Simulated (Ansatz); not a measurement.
The starting structures come from a database of crystals and need not be the phases stable at ambient conditions.

Input:

```
HgFHO
1.0
    6.11830     0.00000     0.00000
    0.00000     6.94394     0.00000
    0.00000     0.00000     4.95695
Hg H O F
4 4 4 4
Direct
  0.50251   0.86337   0.25319
  0.49749   0.36337   0.24681
  0.99749   0.13663   0.75319
  0.00251   0.63663   0.74681
  0.49283   0.61041   0.64205
  0.50717   0.11041   0.85795
  0.00717   0.38959   0.14205
  0.99283   0.88959   0.35795
  0.40491   0.61266   0.46394
  0.59509   0.11266   0.03606
  0.09509   0.38734   0.96394
  0.90491   0.88734   0.53606
  0.89237   0.38746   0.39725
  0.10763   0.88746   0.10275
  0.60763   0.61254   0.89725
  0.39237   0.11254   0.60275
```

Space group of this cell: P2_12_12_1. The cell was relaxed by PBE-D3(BJ); by PBEsol its mean pressure is -2.2 GPa.

Transport runs along the normal of the first two printed cell vectors.

The gap is the functional's own. No spin-orbit coupling. Mid-gap values are interpolated on the energy grid.

Task: Compute, with PBEsol run with Ansatz (an electronic-structure program), the band gap and the smallest decay constant κ at mid-gap.

Result: Gap 1.44 eV on a 6×6×6 mesh; κ = 0.350 1/Å, at the zone centre.
